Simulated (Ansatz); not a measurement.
Take PbTe in the zinc blende structure (space group F-43m, No. 216; a = 7.285 Å; a hypothetical phase, not in the database extracts checked) as the base.

Computed with plane-wave PAW DFT at the r2SCAN level (Ansatz, a first-principles code, 500 eV), scalar-relativistic without spin-orbit coupling, earlier PAW set.

One change was made to it. Results:

| quantity | base | after |
|---|---|---|
| band gap | 0.75 eV | zero |
| density | 5.75 g/cm³ | 10.29 g/cm³ |

**Question.** Name the change that was made.
(A) pressure 50 GPa
(B) pressure 15 GPa
(C) pressure −2 GPa
(D) pressure 100 GPa

**Answer.** A, pressure 50 GPa. For comparison, the density in the other runs: pressure −2 GPa gives 5.26 g/cm³; pressure 15 GPa gives 7.79 g/cm³; pressure 100 GPa gives 12.49 g/cm³.

A case with no gap was solved on a k-mesh chosen for an insulator, which is coarse for it. With Pb and Te present, leaving out spin-orbit coupling can change the band edges. Load acts through the strain it causes; cell and atoms are relaxed under it. Whether these cells are dynamically stable was not tested. No other phases were tried under pressure. The final runs are not spin-polarised. A zero or small gap of PbTe under pressure 15 GPa can be the functional's error rather than a property of the material.
